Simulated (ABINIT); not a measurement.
Worked example: self-consistent single point of PbO (P4/nmm, 4 atoms in the cell) in ABINIT.

Method of the run: PBE, norm-conserving pseudopotentials (PseudoDojo nc-sr-05 PBE standard) (plane waves; ABINIT).

The change in words: lattice scaled by 0.98. Reference geometry:
```
PbO
1.0
    3.98000     0.00000     0.00000
    0.00000     3.98000     0.00000
    0.00000     0.00000     5.02000
Pb O
2 2
Direct
  0.50000   0.00000   0.76500
  0.00000   0.50000   0.23500
  0.50000   0.50000   0.00000
  0.00000   0.00000   0.00000
```

Reference input (self-consistent single point, DFT, PBE, plane waves, norm-conserving pseudopotentials (PseudoDojo nc-sr-05 PBE standard)): pseudos = [Pb.upf, O.upf]; ecut = 1143 eV; occopt = 3; tsmear = 0.00183747 Ha; ngkpt = 6 6 5; nshiftk = 1; shiftk = 0 0 0; potentials = PseudoDojo nc-sr-05 PBE standard; nband = 27; kptopt = 1; nstep = 60; tolvrs = 1e-11. This run's input differs from it in these lines:

```diff
@@ -3,3 +3,3 @@
 pseudos "Pb.upf, O.upf"
-acell 3.9800000000 3.9800000000 5.0200000000 Angstrom
+acell 3.9004000000 3.9004000000 4.9196000000 Angstrom
 rprim
```

The program printed (abridged):

```
--- !BeginCycle
solver: {iscf: 7, nstep: 60, nline: 4, wfoptalg: 0, }
tolerances: {tolvrs: 1.00E-11, }
...

     iter   Etot(hartree)      deltaE(h)  residm     vres2
 ETOT  1  -172.11405374879    -1.721E+02 3.385E-01 2.056E+03
 ETOT  2  -172.29737751000    -1.833E-01 2.319E-02 2.803E+03
 ETOT  3  -172.80269021607    -5.053E-01 1.505E-02 2.456E+02
 ETOT  4  -172.83096215482    -2.827E-02 1.347E-02 3.467E+01
 ETOT  5  -172.83429475370    -3.333E-03 5.581E-03 2.147E+00
   [... 5 lines left out ...]
 ETOT 11  -172.83457857930    -9.720E-12 5.324E-05 1.186E-08
 ETOT 12  -172.83457857931    -4.661E-12 7.210E-05 5.369E-10
 ETOT 13  -172.83457857931    -1.506E-12 1.868E-05 1.064E-11
 ETOT 14  -172.83457857931     2.103E-12 2.470E-05 4.123E-13
 At SCF step   14       vres2   =  4.12E-13 < tolvrs=  1.00E-11 =>converged.

 Cartesian components of stress tensor (hartree/bohr^3)
  sigma(1 1)= -3.95953838E-04  sigma(3 2)=  0.00000000E+00
  sigma(2 2)= -3.95953838E-04  sigma(3 1)=  0.00000000E+00
  sigma(3 3)= -3.21599642E-04  sigma(2 1)=  0.00000000E+00

 ----iterations are completed or convergence reached----

 reduced coordinates (array xred) for    4 atoms
       0.500000000000      0.000000000000      0.765000000000
       0.000000000000      0.500000000000      0.235000000000
       0.500000000000      0.500000000000      0.000000000000
       0.000000000000      0.000000000000      0.000000000000
 cartesian forces (eV/Angstrom) at end:
    1     -0.00000000000000    -0.00000000000000    -1.32991185570714
   [... lines left out ...]
 Fermi (or HOMO) energy (hartree) =   0.21602   Average Vxc (hartree)=  -0.38239
 Fermi (or HOMO) energy (eV) =   5.87808   Average Vxc (eV)= -10.40525
   [... lines left out ...]
total_energy        : -1.72834578579306E+02
total_energy_eV     : -4.70306806200283E+03
band_energy         : -8.94609186747319E+00
...

-Cartesian components of stress tensor (GPa)         [Pressure=  1.0920E+01 GPa]
- sigma(1 1)= -1.16493622E+01  sigma(3 2)=  0.00000000E+00
- sigma(2 2)= -1.16493622E+01  sigma(3 1)=  0.00000000E+00
- sigma(3 3)= -9.46178654E+00  sigma(2 1)=  0.00000000E+00

 Calculation completed.
```

The run converged in 14 iterations. Against the reference run the free energy rises by 55.3 meV/atom, the pressure goes from 4.54 to 10.92 GPa, the largest force goes from 0.413 to 1.330 eV/Å and the gap on the mesh goes from 1.260 to 1.152 eV.

The starting cell has typed, rounded lattice constants, without a prior relaxation at this level. For this run, on top of that: lattice scaled by 0.98. Spin-orbit coupling is off. With a pressure of about 11 GPa the cell is away from its equilibrium volume at this level. Forces in this geometry exceed 1 eV/Å.

Cost on one core of a shared machine: roughly 6 min.
